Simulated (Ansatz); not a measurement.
Worked example: self-consistent single point of YMg3 (P6_3/mmc, 8 atoms in the cell) in Ansatz (an electronic-structure program).

Level of theory: PBEsol, PAW files made with PBE (plane waves; Ansatz).

The change in words: lattice scaled by 0.98. Reference geometry:
```
YMg3
1.0
    6.68493     0.00000     0.00000
   -3.34246     5.78932     0.00000
    0.00000     0.00000     5.16703
Y Mg
2 6
Cartesian
  3.34247   1.92977   1.29176
  0.00000   3.85955   3.87527
  0.00000   1.88286   1.29176
  3.34247   3.90646   3.87527
  5.05433   0.94143   3.87527
 -1.71186   4.84789   1.29176
  1.71186   4.84789   1.29176
  1.63060   0.94143   3.87527
```

Reference input (self-consistent single point, DFT, PBEsol, plane waves, PAW files made with PBE): basis.ecutwfc = 30.9 Ry; kpoints.mp_grid.grid = 4 4 5; hamiltonian.xc = pbesol; hamiltonian.pseudopotentials = {kind: paw} (the program's default PAW files); scf.occupations.method = gaussian; scf.occupations.width = 0.0147 Ry. This run's input differs from it in these lines:

Ansatz 0.2 input:
```diff
@@ -3,14 +3,14 @@
   lattice:
-    - [6.684930, 0.000000, 0.000000]
-    - [-3.342465, 5.789319, 0.000000]
-    - [0.000000, 0.000000, 5.167030]
+    - [6.551231, 0.000000, 0.000000]
+    - [-3.275616, 5.673533, 0.000000]
+    - [0.000000, 0.000000, 5.063689]
   atoms:
-    - { symbol: Y, position_ang: [3.342468, 1.929771, 1.291757] }
-    - { symbol: Y, position_ang: [-0.000003, 3.859548, 3.875272] }
-    - { symbol: Mg, position_ang: [-0.000000, 1.882860, 1.291757] }
-    - { symbol: Mg, position_ang: [3.342465, 3.906459, 3.875272] }
-    - { symbol: Mg, position_ang: [5.054325, 0.941430, 3.875272] }
-    - { symbol: Mg, position_ang: [-1.711860, 4.847889, 1.291757] }
-    - { symbol: Mg, position_ang: [1.711860, 4.847889, 1.291757] }
-    - { symbol: Mg, position_ang: [1.630605, 0.941430, 3.875272] }
+    - { symbol: Y, position_ang: [3.275619, 1.891176, 1.265922] }
+    - { symbol: Y, position_ang: [-0.000004, 3.782357, 3.797767] }
+    - { symbol: Mg, position_ang: [-0.000000, 1.845203, 1.265922] }
+    - { symbol: Mg, position_ang: [3.275615, 3.828330, 3.797767] }
+    - { symbol: Mg, position_ang: [4.953238, 0.922602, 3.797767] }
+    - { symbol: Mg, position_ang: [-1.677623, 4.750931, 1.265922] }
+    - { symbol: Mg, position_ang: [1.677622, 4.750931, 1.265922] }
+    - { symbol: Mg, position_ang: [1.597993, 0.922602, 3.797767] }
 basis:
```

Log, with long lists cut:

```
SCF iter   1: F=—  HF=-19063.731168 eV  |F-HF|=—  |Δ(HF+E_count)|=         —  Δρ=1.76e-2  dr2=1.83e0  ethr=3.10e-3  ⟨swp⟩=6.0  Hψ=2376  notcnv=0
all-band conjugate gradients solve this SCF's bands
preconditioner: auto → Kerker (q_TF=auto, 2.375 Å⁻¹)
SCF iter   2: F=—  HF=-19063.466853 eV  |F-HF|=—  |Δ(HF+E_count)|=   2.64e-1  Δρ=1.18e-2  dr2=8.43e-1  ethr=2.24e-3  ⟨swp⟩=1.1  Hψ=697  notcnv=0  defer=1
   [... lines left out ...]
SCF iter   4: F=—  HF=-19063.215423 eV  |F-HF|=—  |Δ(HF+E_count)|=   5.83e-3  Δρ=7.21e-4  dr2=7.86e-4  ethr=2.20e-5  ⟨swp⟩=2.0  Hψ=977  notcnv=0  defer=11
SCF iter   5: F=—  HF=-19063.215382 eV  |F-HF|=—  |Δ(HF+E_count)|=   4.06e-5  Δρ=1.23e-4  dr2=2.69e-5  ethr=9.59e-7  ⟨swp⟩=2.0  Hψ=676  notcnv=0  defer=11
SCF iter   6: F=—  HF=-19063.215261 eV  |F-HF|=—  |Δ(HF+E_count)|=   1.21e-4  Δρ=2.52e-5  dr2=1.17e-6  ethr=3.28e-8  ⟨swp⟩=2.4  Hψ=864  notcnv=0  defer=21
SCF iter   7: F=-19063.215262 eV  HF=-19063.215262 eV  |F-HF|=8.53e-9  |Δ(HF+E_count)|=   1.09e-7  Δρ=4.35e-6  dr2=4.46e-8  ethr=1.22e-10  ⟨swp⟩=11.2  Hψ=2624  notcnv=0
SCF 1 converged in 7 iterations: F = -19063.215262 eV  dr2 = 4.46e-8
Free energy (F): -19063.215262 eV
Internal energy: -19063.082716 eV  (E = F + TS)
E sigma→0 (E₀):  -19063.148989 eV
Entropy (-TS):   -0.132545 eV (-16.568 meV/atom)
Fermi energy:    7.247663 eV
--- Forces (eV/Å), atoms counted from 1 ---
  atom   1  Y     -0.00000000     0.00000000     0.00000000
  atom   2  Y     -0.00000000    -0.00000000     0.00000000
  atom   3  Mg    -0.00000000     0.02705891     0.00000000
  atom   4  Mg     0.00000000    -0.02705891     0.00000000
  atom   5  Mg    -0.02343370     0.01352945     0.00000000
  atom   6  Mg     0.02343370    -0.01352945     0.00000000
  atom   7  Mg    -0.02343370    -0.01352945     0.00000000
  atom   8  Mg     0.02343370     0.01352945     0.00000000
--- Stress (GPa, compression-positive) ---
        1.560329       0.000000       0.000000
        0.000000       1.560329       0.000000
        0.000000       0.000000       2.041992
  P = ⅓ Tr σ = 1.7209 GPa (17.209 kbar)
  The stress holds the Pulay correction. Without it, at fixed plane waves, as pw.x and ABINIT print it: P = 1.7158 GPa
```

The run converged in 7 iterations. Against the reference run the free energy rises by 3.2 meV/atom, the pressure goes from -0.90 to 1.72 GPa and the largest force goes from 0.033 to 0.027 eV/Å.

The starting cell comes from a database of computed structures (which also holds hypothetical and non-ambient phases and stackings), without a prior relaxation at this level. For this run, on top of that: lattice scaled by 0.98. Ansatz's pressure includes its estimate of the finite-basis (Pulay) stress.
